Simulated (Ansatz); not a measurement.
## Pressure series in Mo

Start from Mo in the bcc (W type) structure (space group Im-3m, No. 229; a = 3.151 Å).

Cell and atoms are relaxed at each pressure.

Computed with DFT with r2SCAN, PAW potentials and a 500 eV plane-wave cutoff in Ansatz (a quantum-chemistry and plane-wave program), scalar-relativistic without spin-orbit coupling, earlier PAW set.

```csv
pressure (GPa),volume per atom (Å³/atom)
-2,15.759
-1,15.700
0,15.641
1.8,?
4.2,15.408
18,14.751
30,14.277
45,13.777
60,13.346
```

Question: Fit the third-order Birch–Murnaghan form P(V) = (3B₀/2)[(V₀/V)^(7/3) − (V₀/V)^(5/3)]·[1 + (3/4)(B₀′ − 4)((V₀/V)^(2/3) − 1)] (squares taken in P) to the rows shown and predict the withheld row.

Answer: Least squares on the printed values gives V₀ = 15.641 Å³/atom, B₀ = 272 GPa, B₀′ = 4.1; this predicts 15.540 Å³/atom, and the run gives 15.539 Å³/atom, in agreement.

Load acts through the strain it causes; cell and atoms are relaxed under it. Stability against distortions was not tested. No other phases were tried under pressure. All final runs are without spin polarisation.
